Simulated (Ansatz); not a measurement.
The parent structure is GaAs in the zinc blende structure (space group F-43m, No. 216; a = 5.6656 Å).

Level of theory: r2SCAN (Ansatz, a quantum-chemistry and plane-wave program; PAW; 500 eV plane waves; scalar-relativistic without spin-orbit coupling), earlier PAW set.

For the base:

```
Item                Value
---------------  --------
Band gap          0.97 eV
Volume per atom  22.73 Å³
```

The change: Ir takes the place of As on all its sites, then cell and atoms are relaxed.

Task: Estimate the effect on the band gap.

Result: The band gap changes from 0.97 eV to zero.

Task: Predict the new volume per atom.

Result: The volume per atom decreases by 1.586 Å³ to 21.15 Å³.

Spin-orbit coupling, missing from the scalar runs, can matter with Ir. No phonon test of stability was made. As relaxed here, GaIr is a hypothetical phase, not in the database extracts checked. All final runs are without spin polarisation. Gaps under 0.05 eV, about the width of the smearing, are given as zero.
